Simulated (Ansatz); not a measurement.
1T (CdI2-type) CaI2

These are LDA (plane waves, PAW; Ansatz, a program for electronic structure) values and carry that method's errors.

Cell: relaxed at this level.

```
Item                           Result
-------------------------  ----------
interlayer binding energy  7.1 meV/Å²
layer repeat distance         6.762 Å
gap between the layers        3.253 Å
```

Note: the volume lies 8 % below that of the published cell.

Spin–orbit coupling is not included.

The computed numbers hold no vibrational or temperature effects.

Computing time: very roughly 2.7 core-minutes.
